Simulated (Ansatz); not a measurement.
How far to go with the k-point mesh: CaAlSiH (P3m1, 4 atoms in the cell)

```xyz
4
Lattice="4.1308 0.0000 0.0000 -2.0654 3.5774 0.0000 0.0000 0.0000 4.6841" Properties=species:S:1:pos:R:3 pbc="T T T"
Ca     0.0000     0.0000     4.7338
Al     2.0654     1.1925     2.1412
Si     0.0000     2.3849     2.6507
H      2.0654     1.1925     0.3924
```

Level of theory: PBEsol, default PAW files made with PBE (plane waves; Ansatz, a quantum-chemistry and plane-wave program).

Base settings: basis.ecutwfc = 420 eV; kpoints.mp_grid.grid = 7 7 5; hamiltonian.xc = pbesol; hamiltonian.pseudopotentials = {kind: paw} (the program's default PAW files); scf.occupations.method = fermi_dirac; scf.occupations.width = 0.01 eV.

The second cell is the first with its lattice scaled by 0.98.

Only quantities that move along the ladder and can be compared are tabulated.

The count of work is k-points × plane waves × bands × iterations; it is no time. 

The starting cell comes from a database of computed structures (which also holds hypothetical and non-ambient phases and stackings), without a prior relaxation at this level. Its lattice was rescaled by up to half a per cent. One atom was moved a little off its site on purpose. Ansatz's pressure includes its estimate of the finite-basis (Pulay) stress.

| kpoints.mp_grid.grid | free energy less the last step's (meV/atom) | energy of the compressed cell less the first (meV/atom) | pressure (GPa) | largest difference of a force vector from the last step's (eV/Å) | gap on the mesh (eV) | count of work / last |
|---|---|---|---|---|---|---|
| 2 2 1 | 579.50 | 14.94 | 0.34 | 0.853 | 1.220 | 0.0040 |
| 2 2 2 | 303.45 | 11.49 | -0.31 | 0.574 | 0.343 | 0.0080 |
| 3 3 2 | 78.44 | 6.84 | -1.00 | 0.106 | 0.670 | 0.010 |
| 3 3 3 | 66.50 | 6.40 | -1.06 | 0.078 | 1.107 | 0.014 |
| 4 4 3 | 18.51 | 5.50 | -1.18 | 0.052 | 0.833 | 0.015 |
| 4 4 4 | 20.08 | 5.41 | -1.20 | 0.057 | 0.394 | 0.026 |
| 5 5 4 | 6.23 | 5.23 | -1.22 | 0.025 | 0.445 | 0.029 |
| 6 6 5 | 2.35 | 5.22 | -1.22 | 0.012 | 0.556 | 0.046 |
| 7 7 5 | 0.82 | 5.24 | -1.22 | 0.006 | 0.529 | 0.055 |
| 7 7 6 | 0.94 | 5.24 | -1.22 | 0.006 | 0.363 | 0.069 |
| 8 8 6 | 0.35 | 5.25 | -1.22 | 0.003 | 0.381 | 0.086 |
| 9 9 7 | 0.15 | 5.26 | -1.21 | 0.002 | 0.453 | 0.12 |
| 10 10 8 | 0.07 | 5.26 | -1.21 | 0.001 | 0.399 | 0.16 |
| 11 11 8 | 0.03 | 5.27 | -1.21 | 0.000 | 0.371 | 0.19 |
| 12 12 9 | 0.01 | 5.27 | -1.21 | 0.000 | 0.441 | 0.25 |
| 13 13 10 | 0.01 | 5.27 | -1.21 | 0.000 | 0.339 | 0.31 |
| 15 15 11 | 0.00 | 5.27 | -1.21 | 0.000 | 0.376 | 0.44 |
| 16 16 13 | 0.00 | 5.27 | -1.21 | 0.000 | 0.387 | 0.58 |
| 18 18 14 | 0.00 | 5.27 | -1.21 | 0.000 | 0.349 | 0.79 |
| 20 20 15 | 0.00 | 5.27 | -1.21 | 0.000 | 0.359 | 1.0 |

Coarsest kpoints.mp_grid.grid that holds the pressure within 0.05 GPa of the last step, with all finer ones: 4 4 3, at 0.015 of the last step's count of work; the step before is off by 0.15 GPa.

Coarsest kpoints.mp_grid.grid that holds the forces within 0.02 eV/Å of the last step, with all finer ones: 6 6 5, at 0.046 of the last step's count of work; the step before is off by 0.025 eV/Å.

The energy difference between the two cells stays within 1 meV/atom of the last step's from 4 4 3 on, the total only from 7 7 5 on: much of the error is common to both cells and cancels.

The gap on the mesh jumps up and down from mesh to mesh; it is no smooth measure of convergence.

Keys are those of Ansatz 0.2.
